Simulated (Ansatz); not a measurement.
Input and output of a self-consistent single point for WSe2 (P3m1, 6 atoms in the cell) (Ansatz, a first-principles code).

Method of the run: PBEsol, default PAW files made with PBE (plane waves; Ansatz).

```
CELL_PARAMETERS angstrom
      1.64820    -2.85477     0.00000
      1.64820     2.85477     0.00000
      0.00000     0.00000    13.02480
ATOMIC_POSITIONS crystal
  W  0.33333 0.66667 0.25384
  W  0.66667 0.33333 0.75000
  Se 0.33333 0.66667 0.87900
  Se 0.66667 0.33333 0.37900
  Se 0.66667 0.33333 0.12100
  Se 0.33333 0.66667 0.62100
```

Reference input (self-consistent single point, DFT, PBEsol, plane waves, default PAW files made with PBE): basis.ecutwfc = 420 eV; kpoints.mp_grid.grid = 9 9 2; hamiltonian.xc = pbesol; hamiltonian.pseudopotentials = {kind: paw} (the program's default PAW files); scf.occupations.method = fermi_dirac; scf.occupations.width = 0.05 eV. This run's input differs from it in these lines:

Ansatz 0.2 input:
```diff
@@ -16,3 +16,3 @@
 kpoints:
-  mp_grid: { grid: [9, 9, 2] }
+  mp_grid: { grid: [15, 15, 4] }
 hamiltonian:
```

Output (repeated stretches shortened):

```
SCF iter   1: F=—  HF=-42213.472641 eV  |F-HF|=—  |Δ(HF+E_count)|=         —  Δρ=4.84e-3  dr2=1.65e-2  ethr=1.77e-3  ⟨swp⟩=6.2  Hψ=20317  notcnv=0  defer=5
all-band conjugate gradients solve this SCF's bands
preconditioner: auto → Resta (q_TF=auto, 2.601 Å⁻¹)
SCF iter   2: F=—  HF=-42213.475827 eV  |F-HF|=—  |Δ(HF+E_count)|=   3.19e-3  Δρ=2.68e-3  dr2=3.27e-3  ethr=1.79e-5  ⟨swp⟩=2.9  Hψ=11303  notcnv=0  defer=105
   [... lines left out ...]
SCF iter   5: F=—  HF=-42213.478297 eV  |F-HF|=—  |Δ(HF+E_count)|=   2.42e-6  Δρ=6.94e-5  dr2=1.59e-5  ethr=6.11e-8  ⟨swp⟩=2.0  Hψ=9700  notcnv=0  defer=105
SCF iter   6: F=—  HF=-42213.478303 eV  |F-HF|=—  |Δ(HF+E_count)|=   5.41e-6  Δρ=3.43e-5  dr2=6.71e-6  ethr=1.73e-8  ⟨swp⟩=2.0  Hψ=6787  notcnv=0  defer=105
SCF iter   7: F=—  HF=-42213.478303 eV  |F-HF|=—  |Δ(HF+E_count)|=   1.20e-7  Δρ=1.26e-5  dr2=2.24e-7  ethr=7.30e-9  ⟨swp⟩=2.0  Hψ=8872  notcnv=0  defer=105
SCF iter   8: F=-42213.478303 eV  HF=-42213.478303 eV  |F-HF|=4.33e-8  |Δ(HF+E_count)|=   2.08e-7  Δρ=4.49e-6  dr2=6.06e-8  ethr=1.09e-10  ⟨swp⟩=9.2  Hψ=22506  notcnv=0
SCF 1 converged in 8 iterations: F = -42213.478303 eV  dr2 = 6.06e-8
Free energy (F): -42213.478303 eV
Internal energy: -42213.478301 eV  (E = F + TS)
E sigma→0 (E₀):  -42213.478302 eV
Entropy (-TS):   -0.000002 eV (-0.000 meV/atom)
Fermi energy:    13.096817 eV
--- Forces (eV/Å), atoms counted from 1 ---
  atom   1  W     -0.00000000     0.00000000    -1.38729736
  atom   2  W      0.00000000    -0.00000000     0.01134499
  atom   3  Se    -0.00000000     0.00000000    -0.28541021
  atom   4  Se     0.00000000     0.00000000     0.44283966
  atom   5  Se     0.00000000    -0.00000000     0.93227333
  atom   6  Se     0.00000000     0.00000000     0.28626809
--- Stress (GPa, compression-positive) ---
       -2.452417       0.000000       0.000000
       -0.000000      -2.452417      -0.000000
        0.000000       0.000000      -1.943445
  P = ⅓ Tr σ = -2.2828 GPa (-22.828 kbar)
  The stress holds the Pulay correction. Without it, at fixed plane waves, as pw.x and ABINIT print it: P = -2.3125 GPa
```

The run converged in 8 iterations. Against the reference run the free energy is nearly the same (within 1 meV/atom), the pressure stays at -2.28 GPa, the largest force moves little (1.388 to 1.387 eV/Å) and the gap on the mesh goes from 1.014 to 0.944 eV.

The starting cell has typed, rounded lattice constants, without a prior relaxation at this level. Its lattice was rescaled by up to half a per cent. One atom was moved a little off its site on purpose. Spin-orbit coupling is off. Forces in this geometry exceed 1 eV/Å. Ansatz's pressure includes its estimate of the finite-basis (Pulay) stress.

Cost on one core of a shared machine: roughly 70 s.
